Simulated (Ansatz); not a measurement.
**CH3 on the 1x1 (101) surface of anatase TiO2 (cut with top plane O), one in a 2x1 cell, started at the site 'top O'**

Host crystal: anatase TiO2, with a band gap (PBE, scalar-relativistic without spin-orbit coupling).

Level of theory: r2SCAN, at the PBE geometry and the start's symmetry (plane waves to 500 eV, PAW; Ansatz, a quantum-chemistry and plane-wave program).

Slab: 40 atoms, 9.4 Å thick at the start under the adsorbate (thin: gaps and levels are the slab's own); k 3x4x1, smearing 0.01 eV, dipole-corrected; single point; no symmetry held, on the structure that PBE left; spin-polarised, ending with about 0.4 μB a cell, a value that depends on the mesh; orders that need a larger cell were not tried, no spin-orbit, no U, no dispersion correction. The slab shows no gap over 0.04 eV on its mesh. The program's check for a lower electronic state was not made. At the end it is bonded to O. In PBE it is, or lies within 0.03 eV of, the lowest of the starts that converged; the order may differ at this level.

adsorption energy against CH4(g) − ½ H2(g) at the same level: 1.47 eV
work function of the top face: 3.11 eV
change of the step from the bottom to the top vacuum level, against the clean slab: -1.72 eV
height of the binding atom over the mean of the host atoms within 0.3 Å of the top one: 134.3 pm
nearest host atoms of the binding atom: O at 1.42 Å, Ti at 3.11 Å, Ti at 3.20 Å
note: in the relaxation the adsorbate left its starting site by 0.6 Å
cost: around 26 core-minutes (rough)

A negative adsorption energy means that the adsorbate is more stable on the surface than in its reference.
